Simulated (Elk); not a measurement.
**A self-consistent single point of InPd₃ (Pm-3m, 4 atoms in the cell) with Elk**

Level of theory: PBEsol, all-electron FP-LAPW, Elk's shipped species files, default APW+lo basis in Elk.

Input:

```
tasks
  0

xctype
  22

rmtscf
  0.97

stype
  1

swidth
  0.00734986

maxscl
  100

avec
    7.5681641565    0.0000000000    0.0000000000
    0.0000000000    7.5681641565    0.0000000000
    0.0000000000    0.0000000000    7.5681641565

atoms
  2
  'In.in'
  1
  0.0000000000  0.0000000000  0.0000000000    0.0 0.0 0.0
  'Pd.in'
  3
  0.5000000000  0.5000000000  0.0000000000    0.0 0.0 0.0
  0.0000000000  0.5000000000  0.5000000000    0.0 0.0 0.0
  0.5000000000  0.0000000000  0.5000000000    0.0 0.0 0.0

ngridk
  5 5 5
```

Output (repeated stretches shortened):

```
│ Elk code version 10.2.4 │

All units are atomic (Hartree, Bohr, etc.)

│ Ground-state run starting from atomic densities │

Lattice vectors :
   7.568164156       0.000000000       0.000000000
   0.000000000       7.568164156       0.000000000
   0.000000000       0.000000000       7.568164156

Unit cell volume      :    433.4825610
Brillouin zone volume :   0.5722265109

Muffin-tin inner radius fraction :   0.1000000000E-01

Nuclei treated as point charges

Species :    1 (In)
 parameters loaded from : In.in
 name : indium
 nuclear charge    :   -49.00000000
 electronic charge :    49.00000000
 atomic mass :    209300.4100
 muffin-tin radius :    2.522000000
 number of radial points in muffin-tin :    597
 atomic positions (lattice), magnetic fields (Cartesian) :
   1 :   0.00000000  0.00000000  0.00000000    0.00000000  0.00000000  0.00000000

Species :    2 (Pd)
 parameters loaded from : Pd.in
 name : palladium
 nuclear charge    :   -46.00000000
 electronic charge :    46.00000000
 atomic mass :    193991.7925
 muffin-tin radius :    2.522000000
 number of radial points in muffin-tin :    497
 atomic positions (lattice), magnetic fields (Cartesian) :
   1 :   0.50000000  0.50000000  0.00000000    0.00000000  0.00000000  0.00000000
   2 :   0.00000000  0.50000000  0.50000000    0.00000000  0.00000000  0.00000000
   3 :   0.50000000  0.00000000  0.50000000    0.00000000  0.00000000  0.00000000

Total number of atoms per unit cell :    4

Spin treatment :
 spin-unpolarised

Number of Bravais lattice symmetries :   48
Number of crystal symmetries         :   48
Crystal has inversion symmetry
Real symmetric eigensolver will be used

k-point grid :      5     5     5
k-point offset :    0.000000000       0.000000000       0.000000000
k-point set is reduced with full crystal symmetry group
Total number of k-points :       10

Muffin-tin radius times maximum |G+k| :    7.000000000
 using average radius
Maximum |G+k| for APW functions       :    2.775574941
Maximum (1/2)|G+k|²                   :    3.851908125
Maximum |G| for potential and density :    12.00000000
 potential will be trimmed for |G| > 2 gkmax
Constant for pseudocharge density :    8
Radial integration step length :    4

G-vector grid sizes :     30    30    30
Number of G-vectors :    12557

Maximum angular momentum used for
 APW functions                      :    8
 outer part of muffin-tin           :    6
 inner part of muffin-tin           :    1

Total nuclear charge    :   -187.0000000
Total core charge       :    114.0000000
Total valence charge    :    73.00000000
Total excess charge     :    0.000000000
Total electronic charge :    187.0000000

Effective Wigner radius, rₛ :   0.8210075260

Number of empty states         :   16
Total number of valence states :   53
Total number of core states    :  114

Total number of local-orbitals :   71

Exchange-correlation functional :     22     0     0
 PBEsol, Phys. Rev. Lett. 100, 136406 (2008)
 gradient requirement :    1
 generalised gradient approximation (GGA)

Smearing type :    1
 Methfessel-Paxton order 1, Phys. Rev. B 40, 3616 (1989)
Smearing width :   0.7349860000E-02
Effective electronic temperature (K) :    2320.902224

Mixing type :    3
 Broyden mixing, J. Phys. A: Math. Gen. 17, L317 (1984)

Kohn-Sham potential initialised from atomic data

│ Self-consistent loop started │
│ Loop number : 1 │
 total energy                :     -20977.6075292
│ Loop number : 2 │
 total energy                :     -20979.5282364
RMS change in Kohn-Sham potential (target) :   0.3917971818     (  0.1000000000E-05)
Absolute change in total energy (target)   :    1.920707144     (  0.1000000000E-03)
│ Loop number : 3 │
 total energy                :     -20997.8564568
RMS change in Kohn-Sham potential (target) :   0.2312698946     (  0.1000000000E-05)
Absolute change in total energy (target)   :    18.80839724     (  0.1000000000E-03)
│ Loop number : 4 │
 total energy                :     -21006.1198241
RMS change in Kohn-Sham potential (target) :   0.1492608401     (  0.1000000000E-05)
Absolute change in total energy (target)   :    12.96546662     (  0.1000000000E-03)
│ Loop number : 5 │
 total energy                :     -21008.4433759
RMS change in Kohn-Sham potential (target) :   0.1098205305     (  0.1000000000E-05)
Absolute change in total energy (target)   :    5.564918382     (  0.1000000000E-03)
│ Loop number : 6 │
 total energy                :     -21013.3987741
RMS change in Kohn-Sham potential (target) :   0.2200435279E-01 (  0.1000000000E-05)
Absolute change in total energy (target)   :    6.346627794     (  0.1000000000E-03)
│ Loop number : 7 │
 total energy                :     -21014.8286339
RMS change in Kohn-Sham potential (target) :   0.4510534270E-03 (  0.1000000000E-05)
Absolute change in total energy (target)   :    3.016516799     (  0.1000000000E-03)
│ Loop number : 8 │
 total energy                :     -21014.6894812
RMS change in Kohn-Sham potential (target) :   0.5724837653E-03 (  0.1000000000E-05)
Absolute change in total energy (target)   :   0.6149764874     (  0.1000000000E-03)
│ Loop number : 9 │
 total energy                :     -21014.6616652
RMS change in Kohn-Sham potential (target) :   0.5044646560E-03 (  0.1000000000E-05)
Absolute change in total energy (target)   :   0.1259281080     (  0.1000000000E-03)
│ Loop number : 10 │
 total energy                :     -21014.6870389
RMS change in Kohn-Sham potential (target) :   0.1931624478E-03 (  0.1000000000E-05)
Absolute change in total energy (target)   :   0.5685570854E-01 (  0.1000000000E-03)
│ Loop number : 11 │
 total energy                :     -21014.7077204
RMS change in Kohn-Sham potential (target) :   0.1859501270E-04 (  0.1000000000E-05)
Absolute change in total energy (target)   :   0.3489543185E-01 (  0.1000000000E-03)
│ Loop number : 12 │
 total energy                :     -21014.7093718
RMS change in Kohn-Sham potential (target) :   0.2021791575E-04 (  0.1000000000E-05)
Absolute change in total energy (target)   :   0.1037527940E-01 (  0.1000000000E-03)
│ Loop number : 13 │
 total energy                :     -21014.7079630
RMS change in Kohn-Sham potential (target) :   0.3961459047E-05 (  0.1000000000E-05)
Absolute change in total energy (target)   :   0.1185048426E-02 (  0.1000000000E-03)
│ Loop number : 14 │
 total energy                :     -21014.7075396
RMS change in Kohn-Sham potential (target) :   0.6462309125E-06 (  0.1000000000E-05)
Absolute change in total energy (target)   :   0.1271952387E-03 (  0.1000000000E-03)
│ Loop number : 15 │
 total energy                :     -21014.7074928
RMS change in Kohn-Sham potential (target) :   0.2549358786E-06 (  0.1000000000E-05)
Absolute change in total energy (target)   :   0.7860466576E-04 (  0.1000000000E-03)
Convergence targets achieved

│ Loop number : 16 │

Energies :
 Fermi                       :     0.279205213325
 sum of eigenvalues          :     -12581.1393894
 electron kinetic            :      21978.7930357
 core electron kinetic       :      21250.0367419
 Coulomb                     :     -42410.6890874
 Coulomb potential           :     -33794.1868211
 nuclear-nuclear             :     -2062.90874550
 electron-nuclear            :     -46901.3738627
 Hartree                     :      6553.59352084
 Madelung                    :     -25513.5956769
 xc potential                :     -765.745604071
 exchange                    :     -571.575889578
 correlation                 :     -11.2355339605
 total energy                :     -21014.7074752

Density of states at Fermi energy :    80.40122420
 (states/Hartree/unit cell)

Estimated indirect band gap :   0.1663000764E-02
 from k-point      7 to k-point      9
Estimated direct band gap   :   0.1589523083E-01
 at k-point      2

Charges :
 core                        :    114.0000000
 valence                     :    73.00000000
 interstitial                :    4.944481058
 muffin-tins (core leakage)
  species :    1 (In)
   atom    1                 :    47.26878047     (  0.2047020756E-03)
  species :    2 (Pd)
   atom    1                 :    44.92891282     (  0.8113399730E-08)
   atom    2                 :    44.92891282     (  0.8113399730E-08)
   atom    3                 :    44.92891282     (  0.8113399730E-08)
 total in muffin-tins        :    182.0555189
 total calculated charge     :    187.0221324
 total charge                :    187.0000000
 error                       :   0.2213237152E-01

│ Self-consistent loop stopped │
```

The run converged in 16 iterations. The count includes the last loop, which Elk runs after its targets are met.

The starting cell comes from a database of computed structures (which also holds hypothetical and non-ambient phases and stackings), without a prior relaxation at this level. Spin polarisation is off. Values depend on the basis (sphere radii, cutoffs, local orbitals), which need not be converged. The log's line on a gap gives a spacing of levels on this mesh, which the program prints for metals too.
